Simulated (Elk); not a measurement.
Elk run on CsYbF3 (Pm-3m, 5 atoms in the cell): self-consistent single point.

Computed with LDA (PW92), all-electron FP-LAPW, Elk's shipped species files, default APW+lo basis in Elk 10.2.4.

```xyz
5
Lattice="4.5088 0.0000 0.0000 0.0000 4.5088 0.0000 0.0000 0.0000 4.5088" Properties=species:S:1:pos:R:3 pbc="T T T"
Cs     0.0000     0.0000     0.0000
Yb     2.2544     2.2544     2.2544
F      0.0000     2.2544     2.2544
F      2.2544     0.0000     2.2544
F      2.2544     2.2544     0.0000
```

Reference input (self-consistent single point, DFT, PBEsol, all-electron FP-LAPW, Elk's shipped species files, default APW+lo basis): xctype = 22; rgkmax = 7; stype = 3; swidth = 0.00183747 Ha; ngridk = 6 6 6; rmtscf = 0.83. This run's input differs from it in these lines:

```diff
@@ -4,3 +4,3 @@
 xctype
-  22
+  3
```

Output, abridged:

```
│ Self-consistent loop started │
│ Loop number : 1 │
 total energy                :     -22126.1762398
│ Loop number : 2 │
 total energy                :     -22132.1012151
RMS change in Kohn-Sham potential (target) :   0.3358859773     (  0.1000000000E-05)
Absolute change in total energy (target)   :    5.924975342     (  0.1000000000E-03)
│ Loop number : 3 │
 total energy                :     -22128.4800612
RMS change in Kohn-Sham potential (target) :   0.3443252487     (  0.1000000000E-05)
Absolute change in total energy (target)   :    2.139910019     (  0.1000000000E-03)
│ Loop number : 4 │
   [... lines left out ...]
Absolute change in total energy (target)   :   0.1136401952E-03 (  0.1000000000E-03)
│ Loop number : 18 │
 total energy                :     -22149.9037145
RMS change in Kohn-Sham potential (target) :   0.9520580035E-07 (  0.1000000000E-05)
Absolute change in total energy (target)   :   0.1087133460E-03 (  0.1000000000E-03)
│ Loop number : 19 │
 total energy                :     -22149.9037249
RMS change in Kohn-Sham potential (target) :   0.1882194375E-07 (  0.1000000000E-05)
Absolute change in total energy (target)   :   0.3758518142E-04 (  0.1000000000E-03)
Convergence targets achieved

│ Loop number : 20 │

Energies :
 Fermi                       :     0.302708156632
 total energy                :     -22149.9037259

Density of states at Fermi energy :    35.41074776
 (states/Hartree/unit cell)

Estimated indirect band gap :   0.1449713198E-01
 from k-point      2 to k-point      5
Estimated direct band gap   :   0.1671101852E-01
 at k-point      5

Charges :
 core                        :    88.00000000
 valence                     :    64.00000000
 interstitial                :    7.448587141
 muffin-tins (core leakage)
  species :    1 (Cs)
   atom    1                 :    51.77575625     (  0.2975565487E-03)
  species :    2 (Yb)
   atom    1                 :    67.65650286     (  0.3618817996E-04)
  species :    3 (F)
   atom    1                 :    8.373051251     (  0.2930031551E-08)
   atom    2                 :    8.373051251     (  0.2930031551E-08)
   atom    3                 :    8.373051251     (  0.2930031551E-08)
 total in muffin-tins        :    144.5514129
 total calculated charge     :    152.0443615
 total charge                :    152.0000000
 error                       :   0.4436147587E-01

│ Self-consistent loop stopped │
```

The run converged in 20 iterations. The count includes the last loop, which Elk runs after its targets are met. 

The starting cell comes from a database of computed structures (which also holds hypothetical and non-ambient phases and stackings), without a prior relaxation at this level. Spin-orbit coupling is off. Spin polarisation is off, so a magnetic state, if there is one, cannot be reached. The f electrons are in the valence without U or exact exchange, which can misplace them near the Fermi level. Spin-orbit terms, which matter for f shells, are left out. Values depend on the basis (sphere radii, cutoffs, local orbitals), which need not be converged. The log's line on a gap gives a spacing of levels on this mesh, which the program prints for metals too.
